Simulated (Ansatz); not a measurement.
## Pressure series in MoS2

The parent structure is MoS2 (space group P6_3/mmc, No. 194; a = 3.149 Å, c = 12.089 Å; layered, stacked along the Cartesian z axis).

Cell and atoms are relaxed at each pressure.

The values are results of DFT with PBE-D3(BJ), PAW potentials and a 420 eV plane-wave cutoff in Ansatz (a first-principles code), without spin-orbit coupling, not measurements.

Candidates:
(a) pressure −1 GPa
(b) pressure −2 GPa
(c) pressure 0.7 GPa
(d) pressure 5 GPa
(e) pressure 1.5 GPa

For the base:

- Band gap: 0.77 eV

Order them by band gap, lowest first.

(d) pressure 5 GPa (0.47 eV), (e) pressure 1.5 GPa (0.66 eV), (c) pressure 0.7 GPa (0.72 eV), (a) pressure −1 GPa (0.87 eV), (b) pressure −2 GPa (1.04 eV)

Load acts through the strain it causes; cell and atoms are relaxed under it. No phonon test of stability was made. Competing high-pressure phases were not computed.
